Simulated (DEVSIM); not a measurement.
Structure: abrupt In0.53Ga0.47As n-p junction, at 300 K.

| layer (left to right) | material | thickness (μm) | Nd (cm⁻³) | Na (cm⁻³) | τn (s) | τp (s) |
|---|---|---|---|---|---|---|
| 1 | In0.53Ga0.47As | 3.60 | 1.4e15 | - | 1.3e-8 | 1.3e-8 |
| 2 | In0.53Ga0.47As | 62.0 | - | 7.3e16 | 1.3e-8 | 1.3e-8 |

Left contact: ohmic. Right contact: ohmic. Voltage is applied to the left contact. Recombination: SRH at mid-gap. Mobility is μmin + (μ − μmin)/(1 + (N/Nref)^α).

This is a model device: material constants are rounded textbook-type values typed into the input, and sizes, dopings and lifetimes were drawn at random. Values at 300 K.

```tsv
parameter	In0.53Ga0.47As
gap (eV)	0.74
affinity (eV)	4.51
permittivity	13.9
Nc (cm⁻³)	2.1e17
Nv (cm⁻³)	7.7e18
μn (cm²/Vs)	12000
μp (cm²/Vs)	300
μn,min	300
μp,min	10
Nref,n	1.3e17
Nref,p	4.9e17
αn	0.48
αp	0.4
```

Simulated with DEVSIM: 1D drift-diffusion, Boltzmann statistics, complete ionisation; no tunnelling, impact ionisation, image-force lowering or self-heating.

The doping Na of layer 2 was swept, all else fixed.

```tsv
doping Na of layer 2 (cm^-3)	dark forward voltage at 1 A/cm² (V)	largest field in the device at zero bias (V/cm)	potential step across the device at zero bias (V)
2.2e15	0.346	8800	0.399
7.3e15	0.340	11000	0.431
2.2e16	0.341	13000	0.459
7.3e16	0.341	17000	0.490
2.2e17	0.341	26000	0.519
7.3e17	0.341	44000	0.550
2.2e18	0.340	75000	0.578
```

From the first row to the last the dark forward voltage at 1 A/cm² goes from 0.346 to 0.340. From the first row to the last the largest field in the device at zero bias goes from 8800 to 75000.
